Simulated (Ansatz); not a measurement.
Response to strain in Ru

Base system: Ru in the hcp (Mg type) structure (space group P6_3/mmc, No. 194; a = 2.7043 Å, c = 4.2629 Å; relaxed with 0.1 eV smearing). Axes: x lies along a and z along c of the hexagonal cell.

Strains are applied to the cell and any free atomic positions relax.

Method: r2SCAN in Ansatz (plane waves to 500 eV, PAW, without spin-orbit coupling).

Notes on the quantities. energy relative to the base: free energy F.

| uniaxial strain ε_zz (%) | energy relative to the base (meV/atom) |
|---|---|
| -3 | 28.0 |
| -2.5 | 19.2 |
| -2 | 12.1 |
| -1.5 | 6.7 |
| -1 | 3.0 |
| -0.5 | ? |
| 0 | 0.0 |

Problem. Fit ΔE = Aε² + Bε³ (ε in %) to the rows shown and predict the withheld row.

Solution. Least squares on the printed values gives A = 2.86 and B = -0.082 meV/atom (largest residual 0.1 meV/atom); this predicts 0.7 meV/atom, and the run gives 0.7 meV/atom, in agreement.

Whether these cells are dynamically stable was not tested. The final runs are not spin-polarised.

Ansatz is a quantum-chemistry and plane-wave program.
